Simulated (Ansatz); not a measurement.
Alloy series in GaAs

The parent structure is GaAs in the zinc blende structure (space group F-43m, No. 216).

```cif
data_As4Ga4
_chemical_formula_sum 'As4 Ga4'
_space_group_name_H-M_alt 'F-43m'
_space_group_IT_number 216
_space_group_name_Hall 'F -4 2 3'
_cell_length_a 5.65903
_cell_length_b 5.65903
_cell_length_c 5.65903
_cell_angle_alpha 90.000
_cell_angle_beta 90.000
_cell_angle_gamma 90.000
loop_
_atom_site_label
_atom_site_type_symbol
_atom_site_symmetry_multiplicity
_atom_site_Wyckoff_symbol
_atom_site_fract_x
_atom_site_fract_y
_atom_site_fract_z
_atom_site_occupancy
As1 As 4 c 0.25000 0.25000 0.25000 1
Ga1 Ga 4 a 0.00000 0.00000 0.00000 1
```
(The calculation used a cell of 2 atoms; values per cell refer to that cell.)

The other end (x = 1) is GaP in the zinc blende structure (space group F-43m, No. 216): 20.11 Å³/atom, gap 1.45 eV.

P replaces a fraction x of As; each row is one arrangement (x, atoms in the cell, starting space group or random), fully relaxed.

Method: DFT with PBEsol, PAW potentials and a 420 eV plane-wave cutoff in Ansatz (a first-principles code), scalar-relativistic without spin-orbit coupling.

```tsv
case	density	band gap	mixing energy
base	5.30 g/cm³	0.42 eV	–
x(P) = 0.25, 8 atoms, P-4m2	5.05 g/cm³	0.73 eV	+6 meV/atom
x(P) = 0.75, 8 atoms, Amm2	4.48 g/cm³	1.25 eV	+7 meV/atom
x(P) = 0.75, 8 atoms, Cm	4.48 g/cm³	1.32 eV	+5 meV/atom
```

These are small ordered cells, not random alloys; other orderings at the same x differ. Whether these cells are dynamically stable was not tested.
